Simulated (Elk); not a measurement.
# Worked example: self-consistent single point of Ta2N (P-3m1, 3 atoms in the cell) in Elk

Level of theory: PBE, all-electron FP-LAPW, Elk's shipped species files, APW+lo basis with extra local orbitals (Elk).

This input was run:

```
tasks
  0

xctype
  20

rgkmax
  8.0

gmaxvr
  16.0

nxlo
  2

lorbcnd
  .true.

rmtscf
  0.83

lmaxi
  2

swidth
  0.00499791

maxscl
  100

scale
  5.83068781

avec
    1.0000000000   -0.0000000895    0.0000000000
   -0.4999999225    0.8660254485    0.0000000000
    0.0000000000    0.0000000000    1.5644260086

sppath
  './'

atoms
  2
  'Ta.in'
  2
  0.6666666667  0.3333333333  0.7452900000    0.0 0.0 0.0
  0.3333333333  0.6666666667  0.2547100000    0.0 0.0 0.0
  'N.in'
  1
  0.0000000000  0.0000000000  0.0000000000    0.0 0.0 0.0

ngridk
  14 14 8
```

Output, abridged:

```
│ Elk code version 10.2.4 │

All units are atomic (Hartree, Bohr, etc.)

│ Ground-state run starting from atomic densities │

Lattice vectors :
   5.830687810     -0.5218465590E-06   0.000000000
  -2.915343453       5.049524026       0.000000000
   0.000000000       0.000000000       9.121679658

Unit cell volume      :    268.5622864
Brillouin zone volume :   0.9236226605

Muffin-tin inner radius fraction :   0.1000000000E-01

Nuclei treated as point charges

Species :    1 (Ta)
 parameters loaded from : Ta.in
 name : tantalum
 nuclear charge    :   -73.00000000
 electronic charge :    73.00000000
 atomic mass :    329847.8433
 muffin-tin radius :    2.324000000
 number of radial points in muffin-tin :    697
 atomic positions (lattice), magnetic fields (Cartesian) :
   1 :  -0.33333333  0.33333333 -0.25471000    0.00000000  0.00000000  0.00000000
   2 :   0.33333333 -0.33333333  0.25471000    0.00000000  0.00000000  0.00000000

Species :    2 (N)
 parameters loaded from : N.in
 name : nitrogen
 nuclear charge    :   -7.000000000
 electronic charge :    7.000000000
 atomic mass :    25532.65214
 muffin-tin radius :    1.494000000
 number of radial points in muffin-tin :    297
 atomic positions (lattice), magnetic fields (Cartesian) :
   1 :   0.00000000  0.00000000  0.00000000    0.00000000  0.00000000  0.00000000

Total number of atoms per unit cell :    3

Spin treatment :
 spin-unpolarised

Number of Bravais lattice symmetries :   24
Number of crystal symmetries         :   12
Crystal has inversion symmetry
Real symmetric eigensolver will be used

k-point grid :     14    14     8
k-point offset :    0.000000000       0.000000000       0.000000000
k-point set is reduced with full crystal symmetry group
Total number of k-points :      168

Muffin-tin radius times maximum |G+k| :    8.000000000
 using average radius
Maximum |G+k| for APW functions       :    3.907521980
Maximum (1/2)|G+k|²                   :    7.634364011
Maximum |G| for potential and density :    16.00000000
 potential will be trimmed for |G| > 2 gkmax
Constant for pseudocharge density :    9
Radial integration step length :    4

G-vector grid sizes :     30    30    48
Number of G-vectors :    18581

Maximum angular momentum used for
 APW functions                      :    8
 outer part of muffin-tin           :    6
 inner part of muffin-tin           :    2

Total nuclear charge    :   -153.0000000
Total core charge       :    94.00000000
Total valence charge    :    59.00000000
Total excess charge     :    0.000000000
Total electronic charge :    153.0000000

Effective Wigner radius, rₛ :   0.7483216816

Number of empty states         :   12
Total number of valence states :   42
Total number of core states    :   94

Conduction state local-orbitals added automatically
Total number of local-orbitals :  258

Exchange-correlation functional :     20     0     0
 Perdew-Burke-Ernzerhof, Phys. Rev. Lett. 77, 3865 (1996)
 gradient requirement :    1
 generalised gradient approximation (GGA)

Smearing type :    3
 Fermi-Dirac
Smearing width :   0.4997910000E-02
Effective electronic temperature (K) :    1578.215154

Mixing type :    3
 Broyden mixing, J. Phys. A: Math. Gen. 17, L317 (1984)

Kohn-Sham potential initialised from atomic data

│ Self-consistent loop started │
│ Loop number : 1 │
 total energy                :     -31301.4886412
│ Loop number : 2 │
 total energy                :     -31302.2260470
RMS change in Kohn-Sham potential (target) :    1.251124871     (  0.1000000000E-05)
Absolute change in total energy (target)   :   0.7374058150     (  0.1000000000E-03)
│ Loop number : 3 │
 total energy                :     -31301.7226734
RMS change in Kohn-Sham potential (target) :    1.232852427     (  0.1000000000E-05)
Absolute change in total energy (target)   :   0.3190221910     (  0.1000000000E-03)
│ Loop number : 4 │
 total energy                :     -31304.8892542
RMS change in Kohn-Sham potential (target) :   0.6392010311     (  0.1000000000E-05)
Absolute change in total energy (target)   :    3.086825279     (  0.1000000000E-03)
│ Loop number : 5 │
 total energy                :     -31306.4232360
RMS change in Kohn-Sham potential (target) :   0.2177330107     (  0.1000000000E-05)
Absolute change in total energy (target)   :    2.305688135     (  0.1000000000E-03)
│ Loop number : 6 │
 total energy                :     -31306.9757674
RMS change in Kohn-Sham potential (target) :   0.6588191661E-01 (  0.1000000000E-05)
Absolute change in total energy (target)   :    1.128953416     (  0.1000000000E-03)
│ Loop number : 7 │
 total energy                :     -31307.2421252
RMS change in Kohn-Sham potential (target) :   0.1552749033E-01 (  0.1000000000E-05)
Absolute change in total energy (target)   :   0.5485961707     (  0.1000000000E-03)
│ Loop number : 8 │
 total energy                :     -31307.3101099
RMS change in Kohn-Sham potential (target) :   0.2272543050E-02 (  0.1000000000E-05)
Absolute change in total energy (target)   :   0.2051336958     (  0.1000000000E-03)
│ Loop number : 9 │
 total energy                :     -31307.3675929
RMS change in Kohn-Sham potential (target) :   0.1142097346E-02 (  0.1000000000E-05)
Absolute change in total energy (target)   :   0.1087664222     (  0.1000000000E-03)
│ Loop number : 10 │
 total energy                :     -31307.3485983
RMS change in Kohn-Sham potential (target) :   0.7503656925E-03 (  0.1000000000E-05)
Absolute change in total energy (target)   :   0.8197000119E-02 (  0.1000000000E-03)
│ Loop number : 11 │
 total energy                :     -31307.3376230
RMS change in Kohn-Sham potential (target) :   0.2615212076E-03 (  0.1000000000E-05)
Absolute change in total energy (target)   :   0.8926003593E-02 (  0.1000000000E-03)
│ Loop number : 12 │
 total energy                :     -31307.3290536
RMS change in Kohn-Sham potential (target) :   0.1409180896E-04 (  0.1000000000E-05)
Absolute change in total energy (target)   :   0.1080095330E-01 (  0.1000000000E-03)
│ Loop number : 13 │
 total energy                :     -31307.3287246
RMS change in Kohn-Sham potential (target) :   0.6761024967E-05 (  0.1000000000E-05)
Absolute change in total energy (target)   :   0.3029169206E-02 (  0.1000000000E-03)
│ Loop number : 14 │
 total energy                :     -31307.3286321
RMS change in Kohn-Sham potential (target) :   0.2369736021E-05 (  0.1000000000E-05)
Absolute change in total energy (target)   :   0.8497868766E-03 (  0.1000000000E-03)
│ Loop number : 15 │
 total energy                :     -31307.3284964
RMS change in Kohn-Sham potential (target) :   0.1035328603E-05 (  0.1000000000E-05)
Absolute change in total energy (target)   :   0.3481619351E-03 (  0.1000000000E-03)
│ Loop number : 16 │
 total energy                :     -31307.3284412
RMS change in Kohn-Sham potential (target) :   0.2712666694E-06 (  0.1000000000E-05)
Absolute change in total energy (target)   :   0.1422844143E-03 (  0.1000000000E-03)
│ Loop number : 17 │
 total energy                :     -31307.3284376
RMS change in Kohn-Sham potential (target) :   0.9017400045E-07 (  0.1000000000E-05)
Absolute change in total energy (target)   :   0.3918828224E-04 (  0.1000000000E-03)
Convergence targets achieved

│ Loop number : 18 │

Energies :
 Fermi                       :     0.571302117229
 sum of eigenvalues          :     -19122.0595262
 electron kinetic            :      35138.4166512
 core electron kinetic       :      33950.0128891
 Coulomb                     :     -65803.3015850
 Coulomb potential           :     -53420.3890922
 nuclear-nuclear             :     -2565.12263442
 electron-nuclear            :     -73055.9688090
 Hartree                     :      9817.78985839
 Madelung                    :     -39093.1070389
 xc potential                :     -840.087085218
 exchange                    :     -633.382336107
 correlation                 :     -9.05847368272
 electron entropic           :    -0.269009980386E-02
 total energy                :     -31307.3284337

Density of states at Fermi energy :    32.14348520
 (states/Hartree/unit cell)

Estimated indirect band gap :   0.9952679413E-03
 from k-point      4 to k-point      2
Estimated direct band gap   :   0.1848433418E-02
 at k-point    115

Charges :
 core                        :    94.00000000
 valence                     :    59.00000000
 interstitial                :    6.713387235
 muffin-tins (core leakage)
  species :    1 (Ta)
   atom    1                 :    70.31107919     (  0.7456040805E-05)
   atom    2                 :    70.31107919     (  0.7456040805E-05)
  species :    2 (N)
   atom    1                 :    5.664454377     (  0.4590653858E-05)
 total in muffin-tins        :    146.2866128
 total calculated charge     :    152.9924128
 total charge                :    153.0000000
 error                       :   0.7587237326E-02

│ Self-consistent loop stopped │
```

The run converged in 18 iterations. The count includes the last loop, which Elk runs after its targets are met.

The starting cell comes from a database of computed structures (which also holds hypothetical and non-ambient phases and stackings), without a prior relaxation at this level. Its lattice was rescaled by a random factor within 2.5 % of one. Spin-orbit coupling is off. Spin polarisation is off. Values depend on the basis (sphere radii, cutoffs, local orbitals), which need not be converged. The log's line on a gap gives a spacing of levels on this mesh, which the program prints for metals too.

Cost on one core of a shared machine: roughly 4 min.
